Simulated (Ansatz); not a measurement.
## YSi in the rock salt structure (space group Fm-3m, No. 225; a hypothetical phase, not in the database extracts checked)

```cif
data_Si4Y4
_chemical_formula_sum 'Si4 Y4'
_space_group_name_H-M_alt 'Fm-3m'
_space_group_IT_number 225
_space_group_name_Hall '-F 4 2 3'
_cell_length_a 5.74332
_cell_length_b 5.74332
_cell_length_c 5.74332
_cell_angle_alpha 90.000
_cell_angle_beta 90.000
_cell_angle_gamma 90.000
loop_
_atom_site_label
_atom_site_type_symbol
_atom_site_symmetry_multiplicity
_atom_site_Wyckoff_symbol
_atom_site_fract_x
_atom_site_fract_y
_atom_site_fract_z
_atom_site_occupancy
Si1 Si 4 a 0.00000 0.00000 0.00000 1
Y1 Y 4 b 0.50000 0.50000 0.50000 1
```
(The calculation used a cell of 2 atoms; values per cell refer to that cell.)

The values are results of PBEsol (Ansatz, a program for electronic structure, PAW, without spin-orbit coupling), not measurements. k-mesh 14×14×14 (Γ-centred); smearing 0.05 eV (Fermi–Dirac).

- Volume per atom = 23.68 Å³
- Density = 4.10 g/cm³
- Band gap = zero
- Total energy = -2208.788 eV/atom (σ→0; compares only within this code and set-up)

Stability against distortions was not tested. The final runs are not spin-polarised. An odd electron count without spin: YSi. YSi has a high density of states at the Fermi level and may be magnetic at this level.
